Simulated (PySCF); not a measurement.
PySCF 2.14.0, B3LYP/def2-svp, df: W(S)2(OH)(Me) ([CH3][W]([OH])(=[S])=[S]), 9 atoms. The geometry is a generated start, not checked to be a minimum at this level.

```json
{
  "task": "energy",
  "method": "b3lyp",
  "basis": "def2-svp",
  "two_electron_scheme": "density fitting",
  "mol.max_memory": "3000 MB",
  "mf.max_cycle": "100",
  "mf.init_guess": "minao (default)",
  "mf.DIIS": "CDIIS (default)",
  "mf.conv_tol": "1e-09 (default)",
  "mf.grids.level": "3 (default)",
  "effective_core_potentials": "those of the basis set, past Kr",
  "basis_functions": "116",
  "grid_points": "129504"
}
```

```xyz
9

W      0.7199     0.4742     0.0328
S      1.9823    -0.1339    -1.6390
S      1.8326    -0.0991     1.8186
O     -0.0867     2.1048    -0.0355
H     -0.4237     3.0070    -0.1093
C     -0.7908    -1.1109    -0.0062
H     -0.3618    -2.0861    -0.2911
H     -1.5912    -0.8960    -0.7391
H     -1.2806    -1.2599     0.9688
```

Charge 0 and multiplicity 1 are set for this test and not shown to be the ground state.

One run each on 2 threads, 1 BLAS thread. Values of diis_space tried: 3, 5, 8 (default), 12, 20.

Problem. How does the count of Fock builds change with diis_space, and where is it least?

Solution. Fewest Fock builds, within one of each other: 8 (default) with 14, 12 with 14, 20 with 14. The count rises to 34 at 3. All converge to one solution.

```json
[
 {"diis_space": "3", "Fock builds": "34", "end": "same solution"},
 {"diis_space": "5", "Fock builds": "17", "end": "same solution"},
 {"diis_space": "8 (default)", "Fock builds": "14", "end": "same solution"},
 {"diis_space": "12", "Fock builds": "14", "end": "same solution"},
 {"diis_space": "20", "Fock builds": "14", "end": "same solution"}
]
```
